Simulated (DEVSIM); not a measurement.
# abrupt InP n-p junction

Device: abrupt InP n-p junction, at 300 K.

```csv
layer (left to right),material,thickness (μm),Nd (cm⁻³),Na (cm⁻³),τn (s),τp (s)
1,InP,18.0,3.3e16,-,5.2e-10,5.2e-10
2,InP,2.30,-,8.2e13,5.2e-10,5.2e-10
```

Left contact: ohmic. Right contact: ohmic. Voltage is applied to the left contact. Recombination: SRH at mid-gap, radiative, Auger. Mobility is constant in doping.

This is a model device: material constants are rounded textbook-type values typed into the input, and sizes, dopings and lifetimes were drawn at random. Values at 300 K.

| parameter | InP |
|---|---|
| gap (eV) | 1.344 |
| affinity (eV) | 4.38 |
| permittivity | 12.5 |
| Nc (cm⁻³) | 5.7e17 |
| Nv (cm⁻³) | 1.1e19 |
| μn (cm²/Vs) | 5200 |
| μp (cm²/Vs) | 170 |
| B (cm³/s) | 1.2e-10 |
| Cn (cm⁶/s) | 9e-31 |
| Cp (cm⁶/s) | 9e-31 |

Model (solved in DEVSIM): 1D drift-diffusion, Boltzmann statistics, complete ionisation; no tunnelling, impact ionisation, image-force lowering or self-heating.

```json
{
 "potential_step_across_the_device_at_zero_bias": "0.965 V",
 "largest_field_in_the_device_at_zero_bias": "10000 V/cm",
 "Dark forward voltage at 1 A/cm²": "0.737 V",
 "Dark forward voltage at 100 A/cm²": "1.045 V"
}
```

Small-signal capacitance in reverse bias (quasi-static):

```csv
V (V),C (nF/cm²)
0.4,4.85
1,4.80
2,4.76
3,4.74
4,4.72
6,4.68
8,4.64
10,4.61
13,4.56
16,4.51
20,4.45
```

Dark reverse current:

```tsv
V (V)	J (A/cm²)
0.40	1.5e-7
1.00	2.4e-7
2.00	3.1e-7
3.00	3.5e-7
4.00	3.7e-7
6.00	4.0e-7
8.00	4.1e-7
10.00	4.2e-7
13.00	4.4e-7
16.00	4.4e-7
20.00	4.5e-7
```
